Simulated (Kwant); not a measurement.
Model system: Aharonov-Bohm ring in a GaN two-dimensional gas. Effective mass 0.22 mₑ, grid spacing 12 nm, hard walls, nominal width 150 nm (13 grid rows, so walls 168 nm apart), one parabolic valley, scattering region 1000 nm long along x; energies count from the band bottom; Fermi energy 0.000293 eV. Ring of mean radius 280 nm, arms as wide as the leads. Perpendicular field swept from 0 to 0.05 T, none in the leads; orbital effect alone.

Constants are typed, rounded textbook-type inputs, not results; the design itself was drawn at random and stands for no fabricated device.

Computed with Kwant: effective-mass tight-binding model on a square grid, one spin, coherent transport at 0 K. Conductance is in e²/h.

Density of the scattering states that come in from the left lead, at field = 0.03764 T, in bins, relative to the largest site value (x marks bins outside the device):

```
|xxxxxxxxxxxxxxx00000000112100xxxxxxxxxxxxxxx|
|xxxxxxxxxxxx00012320011136521000xxxxxxxxxxxx|
|xxxxxxxxxxx0133223213431122223200xxxxxxxxxxx|
|xxxxxxxxxx025541012355420001232100xxxxxxxxxx|
|xxxxxxxxx01221000001111000012210110xxxxxxxxx|
|xxxxxxxx0111331000xxxxxxxx0024541231xxxxxxxx|
|xxxxxxx033039720xxxxxxxxxxxx136613740xxxxxxx|
|xxxxxx037615930xxxxxxxxxxxxxx023127620xxxxxx|
|00000003651330xxxxxxxxxxxxxxxx01102210000000|
|2443211231010xxxxxxxxxxxxxxxxxx0111100000000|
|1321232121000xxxxxxxxxxxxxxxxxx0121100000000|
|1431221110000xxxxxxxxxxxxxxxxxx0110000000000|
|2443211231021xxxxxxxxxxxxxxxxxx1221110000000|
|00000013531440xxxxxxxxxxxxxxxx02211110000000|
|xxxxxx024205830xxxxxxxxxxxxxx012113310xxxxxx|
|xxxxxxx022136410xxxxxxxxxxxx023204730xxxxxxx|
|xxxxxxxx0221112100xxxxxxxx0134411441xxxxxxxx|
|xxxxxxxxx02322111111100000133321120xxxxxxxxx|
|xxxxxxxxxx024310122343111112100000xxxxxxxxxx|
|xxxxxxxxxxx0122331013211111232100xxxxxxxxxxx|
|xxxxxxxxxxxx00123200111244332100xxxxxxxxxxxx|
|xxxxxxxxxxxxxxx00000000111100xxxxxxxxxxxxxxx|
```
Scale: ten equal steps from 0.004 (start of '0') to 0.818 (end of '9'), in the order '0123456789'; x runs from -481 to 481, y from -332 (bottom) to 332 (top).

The conductance there is 0.64 e²/h with 2 open channel(s) in the leads.
